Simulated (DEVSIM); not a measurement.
Structure: abrupt Si n-p junction, at 300 K.

```
layer (left to right)  material  thickness (μm)  Nd (cm⁻³)  Na (cm⁻³)   τn (s)   τp (s)
---------------------  --------  --------------  ---------  ---------  -------  -------
1                            Si            1.80     3.7e18          -  0.00026  0.00026
2                            Si             230          -     1.7e14  0.00026  0.00026
```

Left contact: ohmic. Right contact: ohmic. Voltage is applied to the left contact. Recombination: SRH at mid-gap. Gap narrowing is on: ΔEg = 6.92 meV × (l + √(l² + 0.5)), l = ln(N/1.3e17 cm⁻³), shared equally by both band edges. Mobility is μmin + (μ − μmin)/(1 + (N/Nref)^α).

The device is made up for the run: typed textbook-type constants, with dimensions and the other settings drawn at random. Values at 300 K.

```tsv
parameter	Si
gap (eV)	1.124
affinity (eV)	4.05
permittivity	11.7
Nc (cm⁻³)	2.86e19
Nv (cm⁻³)	3.1e19
μn (cm²/Vs)	1417
μp (cm²/Vs)	470
μn,min	52
μp,min	45
Nref,n	9.7e16
Nref,p	2.2e17
αn	0.68
αp	0.72
```

Model (solved in DEVSIM): 1D drift-diffusion, Boltzmann statistics, complete ionisation; no tunnelling, impact ionisation, image-force lowering or self-heating.

The thickness of layer 1 was swept, all else fixed.

```tsv
thickness of layer 1 (μm)	dark forward voltage at 100 A/cm² (V)	dark forward voltage at 1 A/cm² (V)
0.36	1.552	0.648
0.63	1.415	0.644
1.1	1.297	0.641
1.8	1.208	0.639
3.1	1.126	0.638
5.4	1.056	0.637
9	___	0.637
```

Task: What belongs in the gaps?

Result: 
- 9, dark forward voltage at 100 A/cm² (V): 1.006
